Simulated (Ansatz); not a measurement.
Take BaF$_{2}$ (space group P6_3/mmc, No. 194; a = 4.3577 Å, c = 5.9960 Å; a cell from a computed database, its experimental status unchecked) as the base.

Perturbation: a hydrostatic pressure of 3 GPa.

Levels (all Ansatz, a first-principles code, PAW): PBEsol (420 eV, scalar-relativistic without spin-orbit coupling); PBEsol+SOC (420 eV, spin-orbit coupling included).

The geometry is relaxed with PBEsol.

PBEsol pressure: 3.00 GPa
PBEsol valence-band top at Γ: 0.00, -0.33, -0.33 eV
PBEsol lowest conduction level above the VBM at special points: K 5.86 eV; Γ 6.59 eV; M 7.09 eV; L 7.71 eV
PBEsol gap character: indirect, Γ → K

How does going to PBEsol+SOC change the pressure, valence-band top at Γ, lowest conduction level above the VBM at special points and gap character?

The pressure is nearly the same (3.00 GPa against 2.99 GPa); the valence-band top at Γ (three highest Kramers pairs, from the VBM) goes from 0.00, -0.33, -0.33 eV to 0.00, -0.25, -0.42 eV; the lowest conduction level above the VBM at special points becomes K 5.86 eV; Γ 6.58 eV; M 7.09 eV; L 7.71 eV (PBEsol: K 5.86 eV; Γ 6.59 eV; M 7.09 eV; L 7.71 eV); the gap character is still indirect, Γ → K.

Single points use the geometry relaxed with PBEsol. Differences between runs with and without spin-orbit coupling are approximate. Load acts through the strain it causes; cell and atoms are relaxed under it. Whether these cells are dynamically stable was not tested.
